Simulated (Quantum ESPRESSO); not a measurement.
Worked example: self-consistent single point of Y (P6_3/mmc, 4 atoms in the cell) in Quantum ESPRESSO.

Level of theory: PBE, PSlibrary PAW (PBE) pseudopotentials (plane waves; Quantum ESPRESSO 7.5).

```
Y
1.0
    3.56618     0.00000     0.00000
   -1.78309     3.08840     0.00000
    0.00000     0.00000    11.47420
Y
4
Direct
  0.00000   0.00000   0.00000
  0.00000   0.00000   0.50000
  0.33333   0.66667   0.25000
  0.66667   0.33333   0.75000
```

Reference input (self-consistent single point, DFT, PBE, plane waves, PSlibrary PAW (PBE) pseudopotentials): ecutwfc = 45 Ry; ecutrho = 315 Ry; occupations = smearing; smearing = mp; degauss = 0.0147 Ry; potentials = {Y: Y.pbe-spn-kjpaw_psl.1.0.0.UPF}; K_POINTS = automatic 12 12 3 0 0 0; conv_thr = 1e-09 Ry; mixing_beta = 0.7. This run's input differs from it in these lines:

```diff
@@ -29,3 +29,3 @@
 K_POINTS {automatic}
-12 12 3  0 0 0
+6 6 2  0 0 0
 CELL_PARAMETERS {angstrom}
```

Output (repeated stretches shortened):

```
     Self-consistent Calculation

     iteration #  1     ecut=    45.00 Ry     beta= 0.70

     Threshold (ethr) on eigenvalues was too large:
     Diagonalizing with lowered threshold

     total energy              =   -1130.39923277 Ry
     estimated scf accuracy    <       0.02059125 Ry

     iteration #  2     ecut=    45.00 Ry     beta= 0.70

     total energy              =   -1130.40253881 Ry
     estimated scf accuracy    <       0.00146889 Ry

     iteration #  3     ecut=    45.00 Ry     beta= 0.70

     total energy              =   -1130.40179860 Ry
     estimated scf accuracy    <       0.00854864 Ry

   [... 7 blocks of this kind left out ...]

     iteration # 11     ecut=    45.00 Ry     beta= 0.70

     total energy              =   -1130.40306710 Ry
     estimated scf accuracy    <          2.1E-09 Ry

     iteration # 12     ecut=    45.00 Ry     beta= 0.70
     End of self-consistent calculation

     the Fermi energy is    10.0425 ev

!    total energy              =   -1130.40306710 Ry
     estimated scf accuracy    <          5.3E-10 Ry
     smearing contrib. (-TS)   =      -0.00063831 Ry
     internal energy E=F+TS    =   -1130.40242879 Ry

     convergence has been achieved in  12 iterations

     Forces acting on atoms (cartesian axes, Ry/au):

     atom    1 type  1   force =     0.00000000    0.00000000    0.00000000
   [... zero for the other atoms too ...]

     Total force =     0.000000     Total SCF correction =     0.000000

          total   stress  (Ry/bohr**3)                   (kbar)     P=        8.65
   0.00006333  -0.00000000   0.00000000            9.32       -0.00        0.00
  -0.00000000   0.00006333   0.00000000           -0.00        9.32        0.00
   0.00000000   0.00000000   0.00004965            0.00        0.00        7.30

   JOB DONE.
```

The run converged in 12 iterations. Against the reference run the free energy goes down by 4.9 meV/atom and the pressure goes from 0.99 to 0.86 GPa.

The starting cell was generated: these elements placed on a structure prototype, without a prior relaxation; it need not be a known phase or ordering of this composition. Its lattice was rescaled by a random factor within 2.5 % of one.

Cost on one core of a shared machine: roughly 40 s.
